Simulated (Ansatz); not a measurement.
## Response to strain in ZnSe

Take ZnSe in the zinc blende structure (space group F-43m, No. 216; a = 5.568 Å) as the base. Axes: x, y, z lie along the cube axes.

Strains are applied to the cell and any free atomic positions relax.

Computed with LDA (Ansatz, a first-principles code, PAW, spin-orbit coupling left out).

Candidates:
(a) uniaxial strain ε_zz = −1.00 %
(b) uniaxial strain ε_zz = −2.50 %
(c) uniaxial strain ε_zz = +1.00 %
(d) uniaxial strain ε_zz = +1.50 %

For the base:

```
Property    Value
--------  -------
Band gap  1.25 eV
```

Problem. Order them by band gap, highest first.

Solution. (b) uniaxial strain ε_zz = −2.50 % (1.29 eV), (a) uniaxial strain ε_zz = −1.00 % (1.27 eV), (c) uniaxial strain ε_zz = +1.00 % (1.20 eV), (d) uniaxial strain ε_zz = +1.50 % (1.17 eV)

Gaps are read on the SCF mesh and a high-symmetry path. Whether these cells are dynamically stable was not tested.
